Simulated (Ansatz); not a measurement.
```xyz
8
Lattice="13.5000 0.0000 0.0000 0.0000 13.5000 0.0000 0.0000 0.0000 4.6570" Properties=species:S:1:pos:R:3 pbc="T T T"
Li     5.6823     5.6823     0.0000
Cl     5.3881     5.3881     2.3285
Cl     5.3881     8.1119     0.0000
Li     5.6823     7.8177     2.3285
Cl     8.1119     5.3881     0.0000
Li     7.8177     5.6823     2.3285
Li     7.8177     7.8177     0.0000
Cl     8.1119     8.1119     2.3285
```

Computed with PBE (plane waves to 420 eV, PAW; Ansatz, a quantum-chemistry and plane-wave program). Mesh 1×1×62. No spin polarisation. Periodic along z alone, with about 11 Å of vacuum beside it. A hypothetical model. It keeps the symmetry and period of its start, so it need not be a minimum against all distortions.

Question: Tabulate the two highest filled and two lowest empty levels along the axis, from the valence top.

Answer: 
| k (2π/c) | v2 (eV) | v1 (eV) | c1 (eV) | c2 (eV) |
|---|---|---|---|---|
| 0.000 | -0.31 | 0.00 | 6.00 | – |
| 0.042 | -0.30 | -0.01 | 6.01 | – |
| 0.083 | -0.29 | -0.03 | 6.06 | – |
| 0.125 | -0.28 | -0.06 | 6.15 | – |
| 0.167 | -0.26 | -0.10 | 6.26 | – |
| 0.208 | -0.23 | -0.16 | – | – |
| 0.250 | -0.21 | -0.21 | – | – |
| 0.292 | -0.20 | -0.20 | – | – |
| 0.333 | -0.19 | -0.19 | – | – |
| 0.375 | -0.18 | -0.18 | – | – |
| 0.417 | -0.17 | -0.17 | – | – |
| 0.458 | -0.17 | -0.17 | – | – |
| 0.500 | -0.17 | -0.17 | – | – |
A dash stands for levels within 1 eV of the vacuum level or above it.
